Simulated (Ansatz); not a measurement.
The reference is BN in the wurtzite structure (space group P6_3mc, No. 186; a = 2.541 Å, c = 4.203 Å).

Level of theory: Ansatz (a quantum-chemistry and plane-wave program) PBEsol, without spin-orbit coupling.

For the base:

- Band gap: 4.96 eV

One thing is altered: a hydrostatic pressure of 30 GPa.

What does the calculation give for the band gap after the change?

The band gap falls by 0.16 eV to 4.80 eV.

Load acts through the strain it causes; cell and atoms are relaxed under it. Whether these cells are dynamically stable was not tested. Competing high-pressure phases were not computed.
